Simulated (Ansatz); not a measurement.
Consider Eu in the bcc (W type) structure (space group Im-3m, No. 229; ferromagnetic; relaxed with 0.1 eV smearing).

```
Eu
1.0
   -2.22519     2.22519     2.22519
    2.22519    -2.22519     2.22519
    2.22519     2.22519    -2.22519
Eu
1
Direct
  0.00000   0.00000   0.00000
```

Cartesian axes are those of the cell as printed.

Method: r2SCAN in Ansatz (plane waves to 500 eV, PAW, no SOC).

Before the change:

The band gap is zero.

The change: biaxial strain +0.37 %, plane normal [110], relaxed out of plane (Cartesian); in-plane vectors clamped, the third vector and the atoms free.

### Question
What does the calculation give for the band gap after the change?

### Answer
The band gap remains zero.

### Question
What does the calculation give for the out-of-plane strain after the change?

### Answer
The out-of-plane strain comes out as -0.18 %.

### Question
Predict the new in-plane stress.

### Answer
The mean in-plane stress (compression positive) comes out as -0.1 GPa.

The magnetic state is the one reached from the starting moments; the real material's order can differ, and small cells can't hold many antiferromagnetic ones. The state of the 4f shell was not checked for lower solutions. No phonon test of stability was made.

Ansatz is an electronic-structure program.
